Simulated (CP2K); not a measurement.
## Parameter sweep on CaC₂ (P1, 3 atoms in the cell)

```
CELL_PARAMETERS angstrom
      3.53790     0.00000     0.00000
      0.19127     3.53272     0.00000
      0.19127     0.18120     3.52807
ATOMIC_POSITIONS crystal
  Ca 0.00686 0.99702 0.01078
  C  0.59043 0.58310 0.60568
  C  0.40271 0.41987 0.38354
```

Base run A: PBEsol, GPW, DZVP-MOLOPT-SR-GTH basis, GTH-PBE potentials (GTH_POTENTIALS) (CP2K), self-consistent single point.

Its settings: CUTOFF = 500 Ry; REL_CUTOFF = 50 Ry; KPOINTS/SCHEME = MONKHORST-PACK 8 8 8; XC_FUNCTIONAL = PBE:PBESOL; Ca/BASIS_SET = DZVP-MOLOPT-SR-GTH-q10; Ca/POTENTIAL = GTH-PBE-q10; C/BASIS_SET = DZVP-MOLOPT-SR-GTH-q4; C/POTENTIAL = GTH-PBE-q4; METHOD = GPW; EPS_DEFAULT = 1e-10; NGRIDS = 5; SCF_GUESS = ATOMIC; EPS_SCF = 1e-07; MAX_SCF = 100; ADDED_MOS = 4; MIXING/METHOD = BROYDEN_MIXING; MIXING/ALPHA = 0.4; MIXING/NBUFFER = 8; MIXING/BETA = 1.5 1/bohr.

The starting cell comes from a database of computed structures (which also holds hypothetical and non-ambient phases and stackings), without a prior relaxation at this level. Its atoms were displaced at random from the sites of space group no. 166. Values carry the incompleteness of an atom-centred basis. The potentials were made for another functional than the one used. In the base run, forces exceed 1 eV/Å.

Total energies depend on the potentials, the functional and any Hubbard or dispersion term, so they are compared only between runs that share all of them.

| run | change | pressure (GPa) | largest force (eV/Å) | gap on the mesh (eV) |
|---|---|---|---|---|
| A | base | 0.36 | 2.725 | 1.659 |
| B | XC_FUNCTIONAL: PBE:PBESOL → PADE; Ca/POTENTIAL: GTH-PBE-q10 → GTH-PADE-q10; C/POTENTIAL: GTH-PBE-q4 → GTH-PADE-q4 [LDA (Pade form)] | -3.73 | 1.838 | 1.612 |
| C | XC_FUNCTIONAL: PBE:PBESOL → BLYP; Ca/POTENTIAL: GTH-PBE-q10 → GTH-BLYP-q10; C/POTENTIAL: GTH-PBE-q4 → GTH-BLYP-q4 [BLYP] | 3.65 | 1.787 | 1.882 |
| D | CUTOFF: 500 Ry → 800 Ry; XC_FUNCTIONAL: PBE:PBESOL → MGGA_X_R2SCAN + MGGA_C_R2SCAN [r2SCAN] | 0.83 | 1.988 | 2.104 |
| E | XC_FUNCTIONAL: PBE:PBESOL → GGA_X_WC + GGA_C_PBE [Wu-Cohen GGA] | 0.13 | 2.589 | 1.687 |
| F | XC_FUNCTIONAL: PBE:PBESOL → GGA_X_RPW86 + PW92; NON_LOCAL/TYPE: default → LMKLL; NON_LOCAL/CUTOFF: default → 100 Ry [vdW-DF2] | 3.49 | 1.787 | 1.915 |
| G | XC_FUNCTIONAL: PBE:PBESOL → GGA_X_LV_RPW86 + PW92; NON_LOCAL/TYPE: default → DRSLL; NON_LOCAL/CUTOFF: default → 100 Ry [vdW-DF-cx] | 0.23 | 2.562 | 1.758 |

Run B against A: The pressure goes from 0.36 to -3.73 GPa, the largest force goes from 2.725 to 1.838 eV/Å and the gap on the mesh goes from 1.659 to 1.612 eV.

Run F against A: The pressure goes from 0.36 to 3.49 GPa, the largest force goes from 2.725 to 1.787 eV/Å and the gap on the mesh goes from 1.659 to 1.915 eV.

Left out of this page: 3 runs of the series held back from this collection.
